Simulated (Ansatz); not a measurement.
## NbP (Pm-3m): band-structure transport figures

Data:

```
CELL_PARAMETERS angstrom
      3.11094     0.00000     0.00000
      0.00000     3.11094     0.00000
      0.00000     0.00000     3.11094
ATOMIC_POSITIONS crystal
  Nb 0.00000 0.00000 0.00000
  P  0.50000 0.50000 0.50000
```

Level of theory: PBE, rigid bands (plane waves, PAW, scalar-relativistic; Ansatz, a quantum-chemistry and plane-wave program). Condition of this run: functional PBE, cell relaxed with it. How the cell was made: cell and atoms relaxed with PBE.

- density of states at the Fermi level: 1.10 states/(eV·cell), both spins
- bare Sommerfeld coefficient: 1.29 mJ/(mol of atoms·K²)
- Drude plasma energy: 5.3 eV
- root-mean-square Fermi velocity: 5.4e5 m/s
- resistivity times τ: 17.7 ×10⁻²² Ω·m·s

A metal at this level (no band gap); rigid bands, thermally averaged at 300 K, both spins. Spin-orbit coupling is left out. τ is one relaxation time for all states.

Computed structure with no diffraction record at hand here (it may be known, metastable or hypothetical): NbP (Pm-3m).
